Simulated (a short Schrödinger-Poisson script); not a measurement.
# MOS inversion layer, SiO2 on p-type Si(110)

Structure: MOS inversion layer, SiO2 on p-type Si(110), at 300 K.

| layer | material | thickness (nm) | Na (cm⁻³) |
|---|---|---|---|
| 1 | SiO2 | 2.4 | - |
| 2 | Si | 230 | 3.6e18 |

The device is made up for the run: typed textbook-type constants, with dimensions and the other settings drawn at random. SiO2: permittivity 3.9, conduction-band edge (eV) 3.15, gap (eV) 9, electron mass (mₑ) 0.5. Si: permittivity 11.7, conduction-band edge (eV) 0, gap (eV) 1.124, Nv at 300 K (cm⁻³) 3.1e19.

Channel valleys (confinement mass, in-plane density-of-states mass, number): Δ4 0.315, 0.324, 4; Δ2 0.19, 0.417, 2. At the gate the conduction-band edge of layer 1 lies 3.36 eV − eVg above the Fermi level of the channel; the field vanishes at the back. Gaps are held at their typed values at every temperature. Mesh 0.03 nm at interfaces.

From a short Schrödinger-Poisson script (our own, NumPy): 1D Poisson equation in equilibrium, electrons quantum, Hartree (BenDaniel-Duke, 12 states a valley, the channel's in-plane mass for all, wave functions free to enter the dielectric), parabolic valleys, classical holes, full ionisation, no traps, pinning or gate leakage.

| Vg (V) | electrons (cm⁻²) | C (μF/cm²) | Δ4 E0 (meV) | Δ4 E1 (meV) | Δ2 E0 (meV) | Δ2 E1 (meV) |
|---|---|---|---|---|---|---|
| 0.8 | 2.06e7 | 0.410 | 352.2 | 520.7 | 380.9 | 577.4 |
| 1 | 3.51e9 | 0.399 | 219.1 | 398.2 | 249.2 | 458.5 |
| 1.2 | 2.79e11 | 0.802 | 105.6 | 293.6 | 136.8 | 356.7 |
| 1.4 | 1.40e12 | 1.11 | 62.9 | 257.1 | 95.1 | 321.3 |
| 1.6 | 2.81e12 | 1.19 | 43.8 | 243.3 | 76.9 | 308.1 |
| 1.8 | 4.30e12 | 1.22 | 31.6 | 236.0 | 65.5 | 301.2 |
| 2 | 5.84e12 | 1.24 | 22.5 | 231.6 | 57.1 | 297.0 |
| 2.2 | 7.40e12 | 1.26 | 15.1 | 228.7 | 50.5 | 294.4 |
| 2.4 | 8.97e12 | 1.27 | 8.8 | 226.8 | 44.9 | 292.6 |

Gate voltages with under 1e6 electrons/cm² are left out.

Subbands count from the Fermi level.
